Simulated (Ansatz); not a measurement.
# Response to strain in Ge2Sb2Te5

Take Ge₂Sb₂Te₅ (space group P-3m1, No. 164) as the base.

```
CELL_PARAMETERS angstrom
      4.23419     0.00000     0.00000
     -2.11709     3.66691     0.00000
      0.00000     0.00000    17.43641
ATOMIC_POSITIONS crystal
  Te 0.00000 0.00000 0.00000
  Sb 0.66667 0.33333 0.11341
  Sb 0.33333 0.66667 0.88659
  Te 0.33333 0.66667 0.21241
  Te 0.66667 0.33333 0.78759
  Ge 0.00000 0.00000 0.34084
  Ge 0.00000 0.00000 0.65916
  Te 0.66667 0.33333 0.42287
  Te 0.33333 0.66667 0.57713
```

Cartesian axes are those of the cell as printed.

Strains are applied to the cell and any free atomic positions relax; under biaxial strain the out-of-plane vector relaxes too.

All numbers come from PBE-D3(BJ) (Ansatz, an electronic-structure program), spin-orbit coupling left out, earlier PAW set.

Notes on the quantities. pressure: mean of the normal stresses, compression positive.

| change | shortest interatomic distance | pressure | space group |
|---|---|---|---|
| base | 2.832 Å | 0.0 GPa | P-3m1 (No. 164) |
| biaxial strain +1.92 %, plane normal [001], relaxed out of plane | [?] | [?] | P-3m1 (No. 164) |
| biaxial strain +3.71 %, plane normal [001], relaxed out of plane | 2.878 Å | -1.7 GPa | P-3m1 (No. 164) |
| uniaxial strain ε_yy = +5.78 % | 2.839 Å | -2.5 GPa | C2/m (No. 12) |
| uniaxial strain ε_zz = −5.91 % | 2.813 Å | 1.2 GPa | P-3m1 (No. 164) |
| uniaxial strain ε_zz = +0.18 % | 2.833 Å | -0.1 GPa | P-3m1 (No. 164) |

Q: Complete the table.

A: 
- biaxial strain +1.92 %, plane normal [001], relaxed out of plane, shortest interatomic distance: 2.856 Å
- biaxial strain +1.92 %, plane normal [001], relaxed out of plane, pressure: -0.9 GPa

No phonon test of stability was made. The final runs are not spin-polarised. The D3 term's C6 switches between coordination references near this geometry, which can add small steps to energies.
